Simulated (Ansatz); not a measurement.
Inside the gap of an insulator the Bloch states are evanescent, with a wavenumber k + iκ along the transport direction.

Consider the following.

```
CELL_PARAMETERS angstrom
      5.13396     0.00000     0.00000
      2.56698     4.83802     0.00000
      2.56698    -1.36200     4.23239
ATOMIC_POSITIONS crystal
  Li 0.43356 0.84966 0.28322
  Li 0.43356 0.34966 0.78322
  Ta 0.00109 0.99837 0.99946
  Ta 0.00109 0.49837 0.49946
  O  0.51896 0.70551 0.61431
  O  0.16122 0.70551 0.22447
  O  0.90880 0.70551 0.86673
  O  0.16122 0.20551 0.11431
  O  0.90880 0.20551 0.72447
  O  0.51896 0.20551 0.36673
```

The cell is taken as given; by PBEsol it stands under a pressure of -1.2 GPa.

Transport runs along the normal of the first two printed cell vectors, the (101) plane of the conventional cell.

No gap correction and no spin-orbit coupling; mid-gap is the computed energy nearest the middle.

**Question.** State the band gap and the smallest decay constant κ at mid-gap according to PBEsol in Ansatz (a program for electronic structure).

**Answer.** Gap 3.83 eV on a 8×8×8 mesh; κ = 0.390 1/Å, at the zone centre.
